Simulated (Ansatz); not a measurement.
Take ZnO in the wurtzite structure (space group P6_3mc, No. 186) as the base.

```
ZnO
1.0
    3.23517     0.00000     0.00000
   -1.61758     2.80174     0.00000
    0.00000     0.00000     5.21147
Zn O
2 2
Cartesian
  1.61758   0.93391   0.01257
  0.00000   1.86783   2.61831
  1.61758   0.93391   3.24564
  0.00000   1.86783   0.63991
```

Calculations: DFT with r2SCAN, PAW potentials and a 500 eV plane-wave cutoff in Ansatz (a first-principles code), no spin-orbit coupling.

Base values:

The valence-band top at Γ is 0.00, 0.00, -0.10 eV and the band gap comes out as 1.24 eV. The lattice parameter a comes out as 3.235 Å.

Modification: hydrostatic tension (pressure −2 GPa).

**Question.** What happens to the valence-band top at Γ?

**Answer.** The valence-band top at Γ (three highest levels, from the VBM) becomes 0.00, 0.00, -0.09 eV (base: 0.00, 0.00, -0.10 eV).

**Question.** Estimate the effect on the band gap.

**Answer.** The band gap falls by 0.02 eV, from 1.24 eV to 1.22 eV.

**Question.** What happens to the lattice parameter a?

**Answer.** The lattice parameter a goes up by 0.0144 Å (3.235 Å → 3.250 Å).

Load acts through the strain it causes; cell and atoms are relaxed under it. Whether these cells are dynamically stable was not tested.
